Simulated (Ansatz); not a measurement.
## rock-salt TaC (1 1 1) on rock-salt MgO (1 1 1) (film strained to the substrate, started from cuts of the bulks and a machine-learned relaxation; slabs Mg5O6 and C4Ta4, which can lie off the formulas)

A periodic stack without vacuum, rock-salt TaC (1 1 1) on rock-salt MgO (1 1 1) (film strained to the substrate, started from cuts of the bulks and a machine-learned relaxation; slabs Mg5O6 and C4Ta4, which can lie off the formulas): substrate slab Mg5O6, film C4Ta4, surface cells [[0, -1], [1, -1]] and [[1, 0], [0, 1]], film strained by -5.0 and -5.0 %, outermost planes O/O and C/Ta as cut, which need not be the usual terminations and can put a slab off its formula.

The start was prepared with a machine-learned potential, and the result is one local minimum, with the in-plane cell held and forces under 0.04 eV/Å; the film can end far from its bulk form.

These are PBE (plane waves to 420 eV, PAW; Ansatz, a first-principles code) values and carry that method's errors. Scalar-relativistic, without spin–orbit coupling; the runs are not spin-polarised; PBE gaps are too small against experiment. Its k-point mesh 12×12×1, Fermi–Dirac width 0.05 eV.

| Item | Value |
|---|---|
| interface area | 7.8 Å² |
| period | 24.60 Å |
| heights between the nearest atoms of the two slabs at the two interfaces | 1.34 and 1.58 Å |
| O–Ta contacts across the interfaces within 1.22 times the sum of covalent radii | 3, mean 2.35 Å |
| Mg–Ta contacts across the interfaces within 1.22 times the sum of covalent radii | 1, mean 2.87 Å |
| C–O contacts across the interfaces within 1.22 times the sum of covalent radii | 1, mean 1.36 Å |
| estimate of the barrier | withheld, since the two interfaces are unlike |
| slope of the mean potential energy in the substrate | +8.9 MV/cm × e |

```xyz
19
Lattice="3.0082 0.0011 0.0035 1.5043 2.6059 0.0490 0.0351 1.3274 24.6264" Properties=species:S:1:pos:R:3 pbc="T T T"
Mg     1.7667     0.4019     2.1048
Mg     3.2697     1.2276     4.5771
Mg     1.7646     2.0524     7.0474
Mg     1.7640     0.2727     9.4726
Mg     0.2659     1.1014    11.9536
O      3.2676     1.2914     0.8332
O      1.7664     2.1179     3.3223
O      1.7649     0.3376     5.7476
O      3.2681     1.1635     8.2209
O      1.7635     1.9885    10.6938
O      1.7798     0.2206    12.9892
C      3.0860     2.6884    14.3769
C      1.8239     3.6468    17.2011
C      1.8008     1.8489    19.8833
C      3.3062     2.6710    22.6052
Ta     1.9035     1.9794    15.8479
Ta     3.2712     2.7218    18.5613
Ta     1.8154     3.5712    21.2202
Ta     1.7959     1.7761    23.8578
```
